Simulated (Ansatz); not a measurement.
End structure of Pt on the 1x1 (111) surface of fcc Al, one in a 2x2 cell, started at the site 'bridge Al-Al (span 2.9 Å)':

```xyz
17
Lattice="5.7162 0.0000 0.0000 -2.8581 4.9504 0.0000 0.0000 0.0000 26.5000" Properties=species:S:1:pos:R:3 pbc="T T T"
Al     0.0000     1.6501     9.7631
Al    -1.4290     4.1253     9.7631
Al     2.8581     1.6501     9.7631
Al     1.4290     4.1253     9.7631
Al     1.4290     0.8251    12.1036
Al     0.0000     3.3002    12.1036
Al     4.2871     0.8251    12.1036
Al     2.8581     3.3002    12.1036
Al     0.0033     0.0019    14.3958
Al    -1.4396     2.4691    14.3187
Al     2.9027     0.0408    14.4945
Al     1.4866     2.4934    14.4945
Al    -0.1485     1.7463    16.5991
Al    -1.4200     3.9486    16.5991
Al     2.6587     1.5350    17.1407
Al     1.5038     4.1685    17.0392
Pt     0.6751     0.3898    18.3221
```

Model: 17-atom slab, 7.0 Å thick at the start under the adsorbate (thin: gaps and levels are the slab's own), 6x6x1 mesh, Fermi-Dirac 0.1 eV, dipole correction, 8 atoms held, the rest relaxed; symmetry of the start imposed; spin-polarised, no spin-orbit, no U, no dispersion correction. The starting moment vanished. At the end it is bonded to 4 Al. In PBE this state lies 0.09 eV over the lowest of the starts that converged ('hollow Al-Al-Al over Al at depth 4.6 Å').

A negative adsorption energy means that the adsorbate is more stable on the surface than in its reference.

Question: What is the computed change of the step from the bottom to the top vacuum level, against the clean slab (PBE (Ansatz, an electronic-structure program))?

Answer: 0.33 eV

Question: What is the computed work function of the top face (PBE)?

Answer: 4.38 eV

Question: What adsorption energy against an atom of fcc Pt does PBE give?

Answer: -0.48 eV

Question: What change of the work function does PBE give?

Answer: 0.34 eV
